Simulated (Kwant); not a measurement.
System: quantum point contact (saddle potential) in a GaN two-dimensional gas. Effective mass 0.22 mₑ, grid spacing 10 nm, hard walls, nominal width 200 nm (19 grid rows, so walls 200 nm apart), one parabolic valley, scattering region 600 nm long along x; energies count from the band bottom; Fermi energy 0.00166 eV. Potential (V0 + ½k y²) cos²(πx/L) for |x| < L/2, with V0 swept from 0.001743 to 0 eV, k = 1.4e-06 eV/nm², L = 430 nm.

Constants are typed, rounded textbook-type inputs, not results; the design itself was drawn at random and stands for no fabricated device.

Model: effective-mass tight-binding model on a square grid, one spin, coherent transport at 0 K (Kwant). Conductance is in e²/h.

Density of the scattering states that come in from the left lead, at gate = 0.00042943 eV, in bins, relative to the largest site value (x marks bins outside the device):

```
|+-..====-:.                                 |
|@#:=@##@#*=:                                |
|-+:-#-=*=##+:.                             .|
|-=::=:+=.+#*=-:                            .|
|#*-:+*#*=+==+*=:                            |
|*=.-+==+**::+#*=:......           ..        |
|+=.------+-:=++=::::::::::............      |
|#*::=*%=:=+=-:::::--------:::::.......      |
|**::=+*===--==-::::::-:::::::........       |
|=+.-=-:-++::+*+-::..................        |
|**::=+*===--==-::::::-:::::::........       |
|#*::=*%=:=+=-:::::--------:::::.......      |
|+=.------+-:=++=::::::::::............      |
|*=.-+==+**::+#*=:......           ..        |
|#*-:+*#*=+==+*=:                            |
|-=::=:+=.+#*=-:                            .|
|-+:-#-=*=##+:.                             .|
|@#:=@##@#*=:                                |
|+-..====-:.                                 |
```
Scale: ten equal steps from 0.000 (start of ' ') to 1.00 (end of '@'), in the order ' .:-=+*#%@'; x runs from -283 to 283, y from -85.9 (bottom) to 85.9 (top).

The conductance there is 2.00 e²/h with 6 open channel(s) in the leads.
